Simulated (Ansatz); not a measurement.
Ansatz (a program for electronic structure) run on RuPb₃ (I4/mmm, 4 atoms in the cell): self-consistent single point.

Method: PBE (plane waves, PAW; Ansatz).

```
CELL_PARAMETERS angstrom
     -2.36288     2.36288     5.26318
      2.36288    -2.36288     5.26318
      2.36288     2.36288    -5.26318
ATOMIC_POSITIONS crystal
  Pb 0.50000 0.50000 0.00000
  Pb 0.75000 0.25000 0.50000
  Pb 0.25000 0.75000 0.50000
  Ru 0.00000 0.00000 0.00000
```

Reference input (self-consistent single point, DFT, PBE, plane waves, default PAW files): basis.ecutwfc = 420 eV; kpoints.mp_grid.grid = 8 8 8; kpoints.mp_grid.shift = 0.5 0.5 0.5; hamiltonian.xc = pbe; hamiltonian.pseudopotentials = {kind: paw} (the program's default PAW files); scf.occupations.method = cold; scf.occupations.width = 0.2 eV. This run's input differs from it in these lines:

Ansatz 0.2 input:
```diff
@@ -11,3 +11,3 @@
 basis:
-  ecutwfc: 420.0 eV
+  ecutwfc: 335.0 eV
 kpoints:
```

Log, with long lists cut:

```
SCF iter   1: F=—  HF=-41594.888949 eV  |F-HF|=—  |Δ(HF+E_count)|=         —  Δρ=4.67e-3  dr2=1.65e-2  ethr=1.77e-3  ⟨swp⟩=7.0  Hψ=7956  notcnv=0
all-band conjugate gradients solve this SCF's bands
preconditioner: auto → Kerker (q_TF=auto, 2.425 Å⁻¹)
SCF iter   2: F=—  HF=-41594.888787 eV  |F-HF|=—  |Δ(HF+E_count)|=   1.62e-4  S|Δr|=    0.00e0  Δρ=2.07e-3  dr2=3.39e-3  ethr=2.84e-5  ⟨swp⟩=1.7  Hψ=2750  notcnv=0
   [... lines left out ...]
SCF iter   5: F=—  HF=-41594.888481 eV  |F-HF|=—  |Δ(HF+E_count)|=   2.84e-6  S|Δr|=    0.00e0  Δρ=3.82e-5  dr2=1.73e-6  ethr=8.56e-8  ⟨swp⟩=2.3  Hψ=3078  notcnv=0
SCF iter   6: F=—  HF=-41594.888481 eV  |F-HF|=—  |Δ(HF+E_count)|=   2.22e-7  S|Δr|=    0.00e0  Δρ=1.03e-5  dr2=1.50e-7  ethr=2.98e-9  ⟨swp⟩=2.1  Hψ=2867  notcnv=0
SCF iter   7: F=-41594.888481 eV  HF=-41594.888481 eV  |F-HF|=1.27e-9  |Δ(HF+E_count)|=   4.19e-8  S|Δr|=    0.00e0  Δρ=2.42e-6  dr2=1.01e-8  ethr=1.72e-10  ⟨swp⟩=6.9  Hψ=7628  notcnv=0
SCF 1 converged in 7 iterations: F = -41594.888481 eV  dr2 = 1.01e-8
Stability not checked (fill_not_monotonic)
Free energy (F): -41594.888481 eV
Internal energy: -41594.929975 eV  (E = F + TS)
E sigma→0 (E₀):  -41594.902312 eV
Entropy (-TS):   0.041494 eV (10.373 meV/atom)
Fermi energy:    10.458473 eV
--- Forces (eV/Å), atoms counted from 1 ---
  atom   1  Pb    -0.00000000    -0.00000000     0.00000000
   [... zero for the other atoms too ...]
--- Stress (GPa, compression-positive) ---
       -6.595908       0.000000       0.000000
        0.000000      -6.595908       0.000000
        0.000000       0.000000      -7.867109
  P = ⅓ Tr σ = -7.0196 GPa (-70.196 kbar)
  The stress holds the Pulay correction. Without it, at fixed plane waves, as pw.x and ABINIT print it: P = -7.7127 GPa
```

The run converged in 7 iterations. Against the reference run the free energy goes up by 9.0 meV/atom and the pressure hardly changes (-7.00 to -7.02 GPa).

The starting cell was generated: these elements placed on a structure prototype, without a prior relaxation; it need not be a known phase or ordering of this composition. Spin polarisation is off. Ansatz's pressure includes its estimate of the finite-basis (Pulay) stress. Without the estimate this run gives -7.71 GPa. The cutoff lies below the one recommended for these files.
